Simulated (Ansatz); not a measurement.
Base system: TaGe$_{2}$ in the fluorite structure (space group Fm-3m, No. 225; a = 6.2324 Å; a hypothetical phase, not in the database extracts checked; relaxed with 0.1 eV smearing). Axes: x, y, z lie along the cube axes.

Calculations: Ansatz (an electronic-structure program) r2SCAN, scalar-relativistic without spin-orbit coupling.

Now apply this change: an isotropic linear strain of −2.24 %; the atoms relax in the strained cell.

Q: Predict the stress tensor and what it implies for the stiffness.

A: Stress of the strained cell less that of the base (GPa, compression positive):
```
    8.5     0.0     0.0
    0.0     8.5     0.0
    0.0     0.0     8.5
```

Then B = −ΔP/(ΔV/V₀) with ΔV/V₀ = -0.0657 gives secant stiffness values (nonlinear terms included at this strain): B ≈ 129 GPa.

As a check, the harmonic strain energy −½ V₀ Δσ:ε is 36 meV/atom; the computed energy rise is 33 meV/atom.

Whether these cells are dynamically stable was not tested. All final runs are without spin polarisation. TaGe2 has a high density of states at the Fermi level and may be magnetic at this level.
